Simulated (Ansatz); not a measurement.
**SnI2 (within 0.1 Å of C2/m, No. 12; cell taken from a computed entry)**

All values below come from HSE06 (Ansatz, a program for electronic structure, PAW).

Run with plane-wave cutoff 500 eV, 6×4×2 k mesh (along the axes of the cell as run), gaussian smearing 0.02 eV, scalar-relativistic PAW data made under PBE.

Cell: relaxed with r²SCAN: a = 4.493 Å, b = 7.619 Å, c = 11.113 Å, α = 88.27°, β = 89.92°, γ = 72.85°.

band gap: 2.33 eV (on the SCF k mesh)

Note: cell and atoms aren't relaxed at this level (largest force component 0.07 eV/Å).

Spin–orbit coupling is not included; with these elements it can move the gap by several tenths of an eV or more.

The computed numbers hold no vibrational or temperature effects.

Cost on a shared machine: very roughly 90 core-minutes.
